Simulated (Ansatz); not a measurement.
The reference is Ge in the diamond structure (space group Fd-3m, No. 227).

```yaml
crystal:
  lattice:
    - [0.00000, 2.83808, 2.83808]
    - [2.83808, 0.00000, 2.83808]
    - [2.83808, 2.83808, 0.00000]
  atoms:
    - { symbol: Ge, position: [0.50000, 0.50000, 0.50000] }
    - { symbol: Ge, position: [0.75000, 0.75000, 0.75000] }
```

Cartesian axes are those of the cell as printed.

Computed with plane-wave PAW DFT at the PBEsol level (Ansatz, an electronic-structure program, 420 eV), without spin-orbit coupling.

Strains are applied to the cell and any free atomic positions relax; under biaxial strain the out-of-plane vector relaxes too; under stress the whole cell relaxes.

One change was made to it. Results:

The energy grows by 36 meV/atom; the shortest interatomic distance grows by 4.9 pm (245.8 pm → 250.7 pm).

Problem. Which of these changes matches the shifts?
A. uniaxial stress, 2 GPa compression along z
B. uniaxial strain ε_xx = −4.19 %
C. uniaxial strain ε_zz = +2.75 %
D. biaxial strain +4.80 %, plane normal [001], relaxed out of plane

Solution. D, biaxial strain +4.80 %, plane normal [001], relaxed out of plane. For comparison, the energy relative to the base in the other runs: uniaxial strain ε_zz = +2.75 % gives +6.0 meV/atom; uniaxial stress, 2 GPa compression along z gives +3.3 meV/atom; uniaxial strain ε_xx = −4.19 % gives +15 meV/atom.

Stability under load was not tested beyond the relaxation.
